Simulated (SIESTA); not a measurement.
Input and output of a self-consistent single point for Ge₂Mo (I4mm, 3 atoms in the cell) (SIESTA).

Level of theory: LDA PW92, numerical atomic orbitals TZP, PseudoDojo LDA standard norm-conserving potentials (rewritten from UPF to PSML) (SIESTA).

The change in words: lattice scaled by 0.98; kgrid.MonkhorstPack: 6 6 6 → 9 9 9; ElectronicTemperature: 1160.45 K → 580.23 K. Reference geometry:
```xyz
3
Lattice="-1.6684 1.6684 4.1137 1.6684 -1.6684 4.1137 1.6684 1.6684 -4.1137" Properties=species:S:1:pos:R:3 pbc="T T T"
Ge     0.0000     0.0000     5.4938
Ge     0.0000     0.0000     2.7835
Mo     0.0000     0.0000     0.0000
```

Reference input (self-consistent single point, DFT, LDA PW92, numerical atomic orbitals TZP, PseudoDojo LDA standard norm-conserving potentials (rewritten from UPF to PSML)): XC.functional = LDA; XC.authors = PW92; potentials = PseudoDojo LDA standard; PAO.BasisSize = TZP; PAO.EnergyShift = 0.005 Ry; MeshCutoff = 300 Ry; kgrid.MonkhorstPack = 6 6 6; OccupationFunction = MP; OccupationMPOrder = 0; ElectronicTemperature = 1160.45 K; MaxSCFIterations = 150; SCF.Mixer.Method = Pulay. This run's input differs from it in these lines:

```diff
@@ -10,7 +10,7 @@
 %endblock ChemicalSpeciesLabel
-LatticeConstant              4.742283 Ang
+LatticeConstant              4.647438 Ang
 %block LatticeVectors
-    -0.351812619    0.351812619    0.867442116
-     0.351812619   -0.351812619    0.867442116
-     0.351812619    0.351812619   -0.867442116
+    -0.351812547    0.351812547    0.867442019
+     0.351812547   -0.351812547    0.867442019
+     0.351812547    0.351812547   -0.867442019
 %endblock LatticeVectors
@@ -18,4 +18,4 @@
 %block AtomicCoordinatesAndAtomicSpecies
-    -0.000000000    0.000000000    1.158463741  1
-    -0.000000000    0.000000000    0.586963382  1
+     0.000000000   -0.000000000    1.158463611  1
+     0.000000000   -0.000000000    0.586963316  1
      0.000000000    0.000000000    0.000000000  2
@@ -29,5 +29,5 @@
 %block kgrid.MonkhorstPack
-    6   0   0  0.0
-    0   6   0  0.0
-    0   0   6  0.0
+    9   0   0  0.0
+    0   9   0  0.0
+    0   0   9  0.0
 %endblock kgrid.MonkhorstPack
@@ -35,3 +35,3 @@
 OccupationMPOrder            0
-ElectronicTemperature        1160.45 K
+ElectronicTemperature        580.23 K
```

Log, with long lists cut:

```
        iscf     Eharris(eV)        E_KS(eV)     FreeEng(eV)     dDmax    Ef(eV) dHmax(eV)
   scf:    1    -6740.480813    -6766.396171    -6766.397048  1.426645 -3.871299 10.686001
   scf:    2    -6770.899324    -6768.915361    -6768.916472  0.171608 -4.235098  6.458235
   scf:    3    -6770.428592    -6770.176645    -6770.178133  0.224058 -4.832443  1.879658
   scf:    4    -6769.727980    -6770.070649    -6770.072085  0.229909 -4.772840  2.282298
   scf:    5    -6770.355566    -6770.238792    -6770.240520  0.033681 -4.892474  1.010901
   [... 6 lines left out ...]
   scf:   12    -6770.282324    -6770.282323    -6770.284448  0.000275 -5.005289  0.000142
   scf:   13    -6770.282322    -6770.282323    -6770.284448  0.000060 -5.005340  0.000503
   scf:   14    -6770.282322    -6770.282322    -6770.284448  0.000065 -5.005293  0.000003
   scf:   15    -6770.282322    -6770.282322    -6770.284448  0.000000 -5.005293  0.000002
SCF Convergence by DM+H criterion
max |DM_out - DM_in|         :     0.0000000880
max |H_out - H_in|      (eV) :     0.0000021476
SCF cycle converged after 15 iterations

Using DM_out to compute the final energy and forces

siesta: E_KS(eV) =            -6770.2823

siesta: E_KS - E_eggbox =     -6770.2823

siesta: Atomic forces (eV/Ang):
     1    0.000192    0.000192   -0.571248
     2    0.000116    0.000116    0.285121
     3    0.000024    0.000024    0.286398
   Tot    0.000332    0.000332    0.000270
   Max    0.571248
   Res    0.233248    sqrt( Sum f_i^2 / 3N )
   Max    0.571248    constrained

Stress tensor Voigt[x,y,z,yz,xz,xy] (kbar):      -28.15      -28.15      -70.74       -0.07       -0.07       -0.09
(Free)E + p*V (eV/cell)    -6769.1451
Target enthalpy (eV/cell)    -6770.2844

   [... lines left out ...]
siesta: FreeEng =     -6770.284448
   [... lines left out ...]
siesta:    -0.017568   -0.000053   -0.000041
siesta:    -0.000053   -0.017568   -0.000041
siesta:    -0.000041   -0.000041   -0.044153

siesta: Cell volume =         43.108599 Ang**3

siesta: Pressure (static):
siesta:                Solid            Molecule  Units
siesta:           0.00028786          0.00048143  Ry/Bohr**3
siesta:           0.02642996          0.04420286  eV/Ang**3
siesta:          42.34545646         70.82078836  kBar
```

The run converged in 15 iterations. Against the reference run the free energy falls by 4.8 meV/atom, the pressure goes from -6.22 to 4.23 GPa and the largest force goes from 0.636 to 0.571 eV/Å.

The starting cell comes from a database of computed structures (which also holds hypothetical and non-ambient phases and stackings), without a prior relaxation at this level. Its lattice was rescaled by up to half a per cent. One atom was moved a little off its site on purpose. For this run, on top of that: lattice scaled by 0.98. Spin polarisation is off. Values carry the incompleteness of an atom-centred basis. With a pressure of about 4 GPa the cell is away from its equilibrium volume at this level.

Cost on one core of a shared machine: roughly 5 min.
